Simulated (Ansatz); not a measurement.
# How far to go with zone-centre phonons against the mesh: CuAu (P4/mmm, 2 atoms in the cell)

```
CuAu
1.0
    2.81400     0.00000     0.00000
    0.00000     2.81400     0.00000
    0.00000     0.00000     3.68835
Cu Au
1 1
Cartesian
  0.00000   0.00000   0.00000
  1.40700   1.40700   1.84417
```

Method: PBEsol, default PAW files made with PBE (plane waves; Ansatz, a program for electronic structure).

Base settings: basis.ecutwfc = 420 eV; kpoints.mp_grid.grid = 12 12 9; hamiltonian.xc = pbesol; hamiltonian.pseudopotentials = {kind: paw} (the program's default PAW files); scf.occupations.method = fermi_dirac; scf.occupations.width = 0.1 eV.

In this ladder: phonons.method = dfpt.

Frequencies are those of the unrelaxed cell, without the LO-TO term of polar crystals.

Only quantities that move along the ladder and can be compared are tabulated.

The starting cell has typed, rounded lattice constants, without a prior relaxation at this level. Its lattice was rescaled by up to half a per cent. Spin polarisation is off. In the base run, with a pressure of about -4 GPa the cell is away from its equilibrium volume at this level.

Steps (kpoints.mp_grid.grid): 3 3 3; 4 4 3; 5 5 4; 6 6 5; 7 7 6; 9 9 7; 11 11 9; 14 14 11; 17 17 13; 21 21 16.

Q: What is the coarsest kpoints.mp_grid.grid that holds the highest zone-centre frequency within 1 cm⁻¹ of the last step, with all finer ones?

A: 9 9 7; the step before is off by 1.8 cm⁻¹.

| kpoints.mp_grid.grid | highest zone-centre frequency (cm⁻¹) |
|---|---|
| 3 3 3 | 190.7 |
| 4 4 3 | 189.7 |
| 5 5 4 | 185.7 |
| 6 6 5 | 187.9 |
| 7 7 6 | 186.5 |
| 9 9 7 | 188.6 |
| 11 11 9 | 189.0 |
| 14 14 11 | 187.9 |
| 17 17 13 | 188.4 |
| 21 21 16 | 188.3 |

Keys are those of Ansatz 0.2.
